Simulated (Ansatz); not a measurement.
# A computed series for Ti: pressure series

Take Ti in the hcp (Mg type) structure (space group P6_3/mmc, No. 194) as the base.

```yaml
crystal:
  lattice:
    - [2.90087, 0.00000, 0.00000]
    - [-1.45043, 2.51223, 0.00000]
    - [0.00000, 0.00000, 4.59058]
  atoms:
    - { symbol: Ti, position: [0.33333, 0.66667, 0.75000] }
    - { symbol: Ti, position: [0.66667, 0.33333, 0.25000] }
```

Cell and atoms are relaxed at each pressure.

All numbers come from Ansatz (a program for electronic structure) PBEsol, spin-orbit coupling left out.

```
change                density  shortest interatomic distance
-----------------  ----------  -----------------------------
base               4.75 g/cm³                        2.841 Å
pressure −2 GPa    4.67 g/cm³                        2.857 Å
pressure −1 GPa           [?]                        2.849 Å
pressure 0.9 GPa   4.79 g/cm³                        2.835 Å
pressure 2.1 GPa   4.83 g/cm³                            [?]
pressure 4.5 GPa   4.92 g/cm³                        2.809 Å
pressure 9 GPa     5.08 g/cm³                        2.781 Å
pressure 15 GPa    5.28 g/cm³                        2.747 Å
pressure 22.5 GPa  5.50 g/cm³                            [?]
pressure 30 GPa    5.71 g/cm³                        2.679 Å
```

Complete the table.


- pressure −1 GPa, density: 4.71 g/cm³
- pressure 2.1 GPa, shortest interatomic distance: 2.826 Å
- pressure 22.5 GPa, shortest interatomic distance: 2.711 Å

Load acts through the strain it causes; cell and atoms are relaxed under it. Whether these cells are dynamically stable was not tested. Competing high-pressure phases were not computed. All final runs are without spin polarisation.
